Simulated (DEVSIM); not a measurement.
Device: abrupt Si p-n junction, at 350 K.

```csv
layer (left to right),material,thickness (μm),Nd (cm⁻³),Na (cm⁻³),τn (s),τp (s)
1,Si,10.0,-,6.2e18,4.3e-7,4.3e-7
2,Si,14.0,5.4e16,-,4.3e-7,4.3e-7
```

Left contact: ohmic. Right contact: ohmic. Voltage is applied to the left contact. Recombination: SRH at mid-gap, Auger. Mobility is constant in doping.

This is a model device: material constants are rounded textbook-type values typed into the input, and sizes, dopings and lifetimes were drawn at random. Values at 300 K; Nc and Nv go as T^1.5, mobilities as T to minus their exponent, the gap by Varshni's rule with the affinity fixed.

| parameter | Si |
|---|---|
| gap (eV) | 1.124 |
| affinity (eV) | 4.05 |
| permittivity | 11.7 |
| Nc (cm⁻³) | 2.86e19 |
| Nv (cm⁻³) | 3.1e19 |
| μn (cm²/Vs) | 1417 |
| μp (cm²/Vs) | 470 |
| T exponent of μn | 2.3 |
| T exponent of μp | 2.2 |
| Cn (cm⁶/s) | 2.8e-31 |
| Cp (cm⁶/s) | 9.9e-32 |
| Varshni α (eV/K) | 0.000473 |
| Varshni β (K) | 636 |

Simulated with DEVSIM: 1D drift-diffusion, Boltzmann statistics, complete ionisation; no tunnelling, impact ionisation, image-force lowering or self-heating.

Tabulate band edges, carrier densities and field at zero bias.

Energies count from the Fermi level of the right contact; mesh points crowd at the junctions.

| x (μm) | Ec (eV) | Ev (eV) | n (cm⁻³) | p (cm⁻³) | field (V/cm) |
|---|---|---|---|---|---|
| 0.000 | 1.055 | -0.056 | 23000 | 6.2e18 | ≈ 0 |
| 0.03982 | 1.055 | -0.056 | 23000 | 6.2e18 | ≈ 0 |
| 0.1386 | 1.055 | -0.056 | 23000 | 6.2e18 | ≈ 0 |
| 0.4074 | 1.055 | -0.056 | 23000 | 6.2e18 | ≈ 0 |
| 1.496 | 1.055 | -0.056 | 23000 | 6.2e18 | ≈ 0 |
| 4.005 | 1.055 | -0.056 | 23000 | 6.2e18 | ≈ 0 |
| 7.606 | 1.055 | -0.056 | 23000 | 6.2e18 | ≈ 0 |
| 9.338 | 1.055 | -0.056 | 23000 | 6.2e18 | ≈ 0 |
| 9.765 | 1.055 | -0.056 | 23000 | 6.2e18 | ≈ 0 |
| 9.926 | 1.055 | -0.056 | 23000 | 6.2e18 | ≈ 0 |
| 9.986 | 1.055 | -0.056 | 23000 | 6.2e18 | -110 |
| 10.03 | 0.695 | -0.415 | 3.5e9 | 4.1e13 | -89000 |
| 10.11 | 0.244 | -0.866 | 1.1e16 | 1.3e7 | -20000 |
| 10.34 | 0.196 | -0.915 | 5.4e16 | 2600000 | ≈ 0 |
| 11.33 | 0.196 | -0.915 | 5.4e16 | 2600000 | ≈ 0 |
| 13.42 | 0.196 | -0.915 | 5.4e16 | 2600000 | ≈ 0 |
| 18.52 | 0.196 | -0.915 | 5.4e16 | 2600000 | ≈ 0 |
| 21.95 | 0.196 | -0.915 | 5.4e16 | 2600000 | ≈ 0 |
| 23.44 | 0.196 | -0.915 | 5.4e16 | 2600000 | ≈ 0 |
| 23.80 | 0.196 | -0.915 | 5.4e16 | 2600000 | ≈ 0 |
| 23.94 | 0.196 | -0.915 | 5.4e16 | 2600000 | ≈ 0 |
| 24.00 | 0.196 | -0.915 | 5.4e16 | 2600000 | ≈ 0 |
